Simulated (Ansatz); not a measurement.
CeSi2 (I4₁/amd, No. 141) was calculated with r²SCAN+rVV10 (plane waves, PAW; Ansatz, a program for electronic structure).

Run with plane-wave cutoff 560 eV, 18×18×18 k mesh, Fermi–Dirac smearing 0.05 eV, spin-polarised with parallel moments, scalar-relativistic PAW data made under PBE.

Computed at the level's own relaxed cell.

### Question
What does this level give for the lattice parameter a and lattice parameter c?

### Answer

lattice parameter a: 4.139 Å
lattice parameter c: 14.088 Å

Note: the magnetic order was assumed, not searched for or taken from measurement; the 4f shell is treated without U or exact exchange, so its levels and filling can be wrong.

Spin–orbit coupling is not included; it can open a gap where bands touch, and shift volumes and moduli.

Static lattice: no zero-point or thermal effects.

It cost around 40 core-minutes (rough) of CPU time.
